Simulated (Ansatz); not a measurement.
The reference is HfO2 in the fluorite structure (space group Fm-3m, No. 225; a = 5.098 Å).

The values are results of Kohn–Sham DFT with the PBE functional, run in Ansatz (a quantum-chemistry and plane-wave program) with PAW and 420 eV plane waves, scalar-relativistic without spin-orbit coupling, earlier PAW set, not measurements.

Before the change:

The shortest interatomic distance is 2.208 Å. The smallest direct gap comes out as 3.75 eV and the gap character is direct at X.

It is then changed as follows: full substitution Hf → Zr; the structure is relaxed again.

Tabulated Pauling electronegativity and covalent radius: Hf 1.30, 1.75 Å; Zr 1.33, 1.75 Å.

Q: What does the calculation give for the shortest interatomic distance after the change?

A: The shortest interatomic distance goes up by 0.0077 Å to 2.215 Å.

Q: What happens to the smallest direct gap?

A: The smallest direct gap remains 3.75 eV.

Q: Predict the new electron mass.

A: The electron mass (degenerate bands, along [100]) is 0.51, 2.1 mₑ (at Γ).

Q: What happens to the gap character?

A: The gap character goes from direct at X to indirect, X → Γ.

Spin-orbit coupling, missing from the scalar runs, can matter with Hf. Masses are band curvatures over ±0.01 Å⁻¹ around the edge. Stability against distortions was not tested. This is not the structure that ZrO2 has at room temperature and ambient pressure. This is not the structure that HfO2 has at room temperature and ambient pressure.
